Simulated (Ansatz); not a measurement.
```
CELL_PARAMETERS angstrom
     13.50000     0.00000     0.00000
      0.00000    11.00000     0.00000
      0.00000     0.00000     2.37718
ATOMIC_POSITIONS crystal
  Cu 0.42320 0.50000 0.00000
  Cu 0.57680 0.50000 0.50000
```

Method: PBE (plane waves to 420 eV, PAW; Ansatz, a quantum-chemistry and plane-wave program). Mesh 1×1×122. No spin polarisation, so a magnetic state wasn't tested. It repeats along c; a and b span vacuum. A model structure. Only distortions within the start's symmetry and period were free. Pairing along the axis, which can open a gap, is among the distortions not tried.

Task: Say what this body is, and give its properties.

Result: Free triangular strip chain of Cu atoms. A hypothetical model.
```
Property                                                                                                             Value
--------------------------------------------------------------------  ----------------------------------------------------
PBE gap                                                                                               none (under 0.01 eV)
crossings of the Fermi level between Γ and the zone edge (49 points)  2, each for both spins (ideal conductance 2 × 2e²/h)
work function (PBE)                                                                                                4.69 eV
```
